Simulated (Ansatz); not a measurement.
The reference is AlAs in the wurtzite structure (space group P6_3mc, No. 186; a = 4.0033 Å, c = 6.5805 Å; a model cell, its experimental status unchecked).

Now apply this change: a negative pressure, −1 GPa.

Levels (all Ansatz, a first-principles code, PAW, earlier PAW set): PBEsol (420 eV, without spin-orbit coupling); PBEsol+SOC (420 eV, noncollinear with spin-orbit coupling).

The geometry is relaxed with PBEsol.

| Quantity | Result |
|---|---|
| PBEsol lowest conduction level above the VBM at special points | M 1.67 eV; Γ 1.67 eV; L 1.85 eV; K 2.11 eV |
| PBEsol valence-band top at Γ | 0.00, 0.00, -0.12 eV |
| PBEsol width of the top valence band | 2.49 eV |

With PBEsol+SOC at the same geometry, the lowest conduction level above the VBM at special points changes from M 1.67 eV; Γ 1.67 eV; L 1.85 eV; K 2.11 eV to M 1.57 eV; Γ 1.57 eV; L 1.75 eV; K 2.01 eV; the valence-band top at Γ (three highest Kramers pairs, from the VBM) goes from 0.00, 0.00, -0.12 eV to 0.00, -0.07, -0.36 eV; the width of the top valence band increases by 0.046 eV, from 2.49 eV to 2.53 eV; the hole mass is 1.1 mₑ along c, 0.18 mₑ across (at Γ).

Single points use the geometry relaxed with PBEsol. The spin-orbit shifts are approximate. The levels and masses belong to the bands next to the band gap. Load acts through the strain it causes; cell and atoms are relaxed under it. Masses are band curvatures over ±0.01 Å⁻¹ around the edge. Whether these cells are dynamically stable was not tested. This is not the structure that AlAs has at room temperature and ambient pressure.
